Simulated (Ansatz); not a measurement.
## Si3N4 with two functionals, pressure 0.7 GPa

The reference is Si3N4 (space group Fd-3m, No. 227; a = 7.789 Å).

(Cell as relaxed with PBE.)

Levels (all Ansatz, an electronic-structure program, PAW): PBE (420 eV, no spin-orbit coupling); PBEsol (420 eV, no spin-orbit coupling).

Each level relaxes its own structure.

```
base                     PBE   PBEsol
-------------------  -------  -------
volume per atom      8.44 Å³  8.29 Å³
lattice parameter a  7.789 Å  7.744 Å
band gap             3.34 eV  3.29 eV
```

Now apply this change: a hydrostatic pressure of 0.7 GPa.

```csv
quantity,PBE,PBEsol
smallest direct gap,3.39 eV,___
"electron mass (degenerate bands, along [100])","0.33, 0.33, 0.58 mₑ (at Γ)",___
shortest interatomic distance,1.785 Å,___
```

### Question
Predict the PBEsol column.

### Answer

- smallest direct gap, PBEsol: 3.33 eV
- electron mass (degenerate bands, along [100]), PBEsol: 0.33, 0.33, 0.59 mₑ (at Γ)
- shortest interatomic distance, PBEsol: 1.775 Å

PBE's smallest direct gap lies 0.06 eV above PBEsol's; PBE's shortest interatomic distance lies 0.0105 Å above PBEsol's (0.6 %). Neither level is exact; PBEsol is the comparison here, not a measurement.

Load acts through the strain it causes; cell and atoms are relaxed under it. Effective masses come from finite differences of ±0.01 Å⁻¹. Whether these cells are dynamically stable was not tested.
